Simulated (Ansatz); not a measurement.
The starting structures come from a database of crystals and need not be the phases stable at ambient conditions.

The decay constant κ of evanescent states in the gap governs leakage through a thin film.

Input:

```xyz
14
Lattice="6.3495 0.0000 0.0024 0.0000 7.0133 0.0000 2.7455 0.0000 6.2905" Properties=species:S:1:pos:R:3 pbc="T T T"
Hg     5.7708     0.9397     4.7684
Hg     3.3242     6.0736     1.5244
Hg     4.6970     4.4464     4.6696
Hg     4.3980     2.5669     1.6232
Hg     1.3728     3.5066     3.1452
Hg     0.0000     0.0000     0.0000
Cl     1.4869     2.6158     0.2955
Cl     7.6081     4.3975     5.9973
Cl     6.2354     6.1224     2.8521
Cl     2.8596     0.8909     3.4408
O      5.8102     2.7697     3.5318
O      3.2848     4.2435     2.7610
O      4.6576     6.2764     5.9063
O      4.4374     0.7369     0.3866
```

Space group of this cell: P2_1/c. The cell was relaxed by PBE-D3(BJ); by r2SCAN its mean pressure is -0.9 GPa.

Transport runs along the normal of the first two printed cell vectors.

The gap is the functional's own. No spin-orbit coupling. Mid-gap values are interpolated on the energy grid.

Task: Give the band gap and the smallest decay constant κ at mid-gap that r2SCAN (Ansatz, a quantum-chemistry and plane-wave program) yields.

Result: Gap 0.52 eV on a 6×4×6 mesh; κ = 0.158 1/Å, at the zone centre.
